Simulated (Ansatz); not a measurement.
The reference is LiNbO3 (space group R3c, No. 161).

```yaml
crystal:
  lattice:
    - [2.53373, 1.46285, 4.56243]
    - [-2.53373, 1.46285, 4.56243]
    - [0.00000, -2.92570, 4.56243]
  atoms:
    - { symbol: Li, position: [0.28114, 0.28114, 0.28114] }
    - { symbol: Li, position: [0.78114, 0.78114, 0.78114] }
    - { symbol: Nb, position: [0.99752, 0.99752, 0.99752] }
    - { symbol: Nb, position: [0.49752, 0.49752, 0.49752] }
    - { symbol: O, position: [0.10552, 0.36572, 0.71719] }
    - { symbol: O, position: [0.71719, 0.10552, 0.36572] }
    - { symbol: O, position: [0.36572, 0.71719, 0.10552] }
    - { symbol: O, position: [0.21719, 0.86572, 0.60552] }
    - { symbol: O, position: [0.86572, 0.60552, 0.21719] }
    - { symbol: O, position: [0.60552, 0.21719, 0.86572] }
```

Cartesian axes are those of the cell as printed.

All numbers come from plane-wave PAW DFT at the LDA level (Ansatz, an electronic-structure program, 420 eV), no spin-orbit coupling.

One thing is altered: the cell is stretched by 2.25 % along x with no lateral relaxation, atoms relaxed at fixed cell.

Problem. What happens to the energy relative to the base?

Solution. The energy goes up by 3.4 meV/atom.

Problem. What happens to the stress?

Solution. The stress (xx, yy, zz, yz, xz, xy; compression positive) comes out as (-4.64, -1.36, -1.64, -0.08, 0.00, 0.00) GPa.

The cells carry an imposed strain or load. Whether these cells are dynamically stable was not tested.
